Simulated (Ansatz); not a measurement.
The starting structures come from a database of crystals and need not be the phases stable at ambient conditions.

 Where the default PAW files enter, the runs use the earlier of Ansatz's two default sets.

Input:

```yaml
crystal:
  lattice:
    - [5.35089, 0.00000, 0.00000]
    - [-2.67544, 4.98675, 0.00000]
    - [2.67544, 1.43541, 4.40609]
  atoms:
    - { symbol: Zn, position: [0.56814, 0.85221, 0.71593] }
    - { symbol: Zn, position: [0.56814, 0.35221, 0.21593] }
    - { symbol: Sn, position: [0.00368, 0.00552, 0.99816] }
    - { symbol: Sn, position: [0.00368, 0.50552, 0.49816] }
    - { symbol: O, position: [0.81991, 0.71268, 0.39290] }
    - { symbol: O, position: [0.10558, 0.71268, 0.78719] }
    - { symbol: O, position: [0.49987, 0.71268, 0.10723] }
    - { symbol: O, position: [0.10558, 0.21268, 0.60723] }
    - { symbol: O, position: [0.49987, 0.21268, 0.89290] }
    - { symbol: O, position: [0.81991, 0.21268, 0.28719] }
```

Space group of this cell: R3c. The cell is taken as given; by PBEsol its mean pressure is -7.1 GPa.

These are PBEsol (plane waves, PAW; Ansatz, an electronic-structure program) values and carry that method's errors.

The current runs along the normal of the first two printed vectors; no spin-orbit coupling. Scaled by the factor s: both lengths across the current (ions clamped). The meshes follow the cell: 8×8×8 and 8×6 across at s = 0.98, 8×8×8 and 6×6 across at s = 1.00, 8×8×8 and 6×6 across at s = 1.02.

| s | mean pressure (GPa) | band gap (eV) |
|---|---|---|
| 0.98 | -0.3 | ? |
| 1.00 | -7.1 | 0.99 |
| 1.02 | -12.5 | 0.70 |

Take the slope of the band gap against ln s from the two given rows, extrapolate to s = 0.98, and say what the run there gives.

Slope = (0.70 − 0.99) / ln 1.02 = -14.6 eV. The line gives 0.99 + (-14.6) × ln 0.98 = 1.29 eV. The run gives 1.26 eV, 0.03 eV under the line, 9 % of the predicted step.
